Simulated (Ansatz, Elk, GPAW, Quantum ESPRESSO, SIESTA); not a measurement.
MnS (Fm-3m, 4 atoms in the cell) computed with different codes at matched settings

Self-consistent single point.

```yaml
crystal:
  lattice:
    - [5.09159, 2.54579, 2.54579]
    - [2.54579, 5.09159, 2.54579]
    - [2.54579, 2.54579, 5.09159]
  atoms:
    - { symbol: Mn, position: [0.00000, 0.00000, 0.00000], spin: 5.0 }
    - { symbol: Mn, position: [0.50000, 0.50000, 0.50000], spin: -5.0 }
    - { symbol: S, position: [0.25000, 0.25000, 0.25000] }
    - { symbol: S, position: [0.75000, 0.75000, 0.75000] }
```
(The spins are starting values, not results.)

Shared settings, as Ansatz (a first-principles code) writes them: kpoints.mp_grid.grid = 3 3 3; scf.occupations.method = fermi_dirac; scf.occupations.width = 0.02 eV. Potentials and cutoffs stand in the table.

```json
[
 {"code": "GPAW", "model": "PBE, GPAW PAW datasets PBE (gpaw-data 1.0.1)", "pressure (GPa)": "2.37", "gap on the mesh (eV)": "0.948", "cutoff": "800 eV"},
 {"code": "SIESTA", "model": "GGA PBE, numerical atomic orbitals DZP, PseudoDojo PBE standard norm-conserving potentials (rewritten from UPF to PSML)", "pressure (GPa)": "1.23", "gap on the mesh (eV)": "1.296", "cutoff": "grid 300 Ry"},
 {"code": "Ansatz", "model": "PBE, default PAW files", "pressure (GPa)": "2.08", "gap on the mesh (eV)": "0.954", "cutoff": "default"},
 {"code": "Quantum ESPRESSO", "model": "PBE, GBRV 1.5 ultrasoft (PBE) pseudopotentials", "pressure (GPa)": "2.09", "gap on the mesh (eV)": "0.980", "cutoff": "50 Ry"},
 {"code": "Elk", "model": "PBE, all-electron FP-LAPW, Elk's shipped species files, APW+lo basis with extra local orbitals", "pressure (GPa)": "–", "gap on the mesh (eV)": "0.918", "cutoff": "rgkmax 8"}
]
```

A dash marks a value that a program does not give, or that is left out as unsure.

Gaps are read on the mesh. Another mesh or the band path gives a smaller gap, so these values are not converged in the mesh.

On Ansatz's run: the magnetic order is the one reached from the typed start; others were not searched systematically.

The spread over the programs that give each value: pressure within 1.14 GPa; gap on the mesh within 0.378 eV.

SIESTA uses small atom-centred bases, whose incompleteness enters pressures, forces and empty levels differently from a plane-wave cutoff. Elk treats all electrons, but the usual bases taken here (sphere radii, linearisation, local orbitals, empty states) were not tested for convergence, so the values are no reference for the others. Ansatz's pressure is given at a fixed set of plane waves, as the other plane-wave codes print theirs; with its correction for the finite basis it is 2.12 GPa. In the gap, SIESTA (by 0.343) lies more than 0.12 eV from the median of the plane-wave programs.

On the base mesh (6 6 6) the same programs gave: Ansatz pressure 1.91 GPa; Quantum ESPRESSO pressure 1.92 GPa, gap on the mesh 0.618 eV; GPAW pressure 2.22 GPa, gap on the mesh 0.570 eV; Elk gap on the mesh 0.557 eV; SIESTA pressure 0.95 GPa, gap on the mesh 0.961 eV.

The starting cell has typed, rounded lattice constants, without a prior relaxation at this level. Its lattice was rescaled by a random factor within 2.5 % of one.

Left out of this page: CP2K (on another mesh).

Keys are those of Ansatz 0.2.
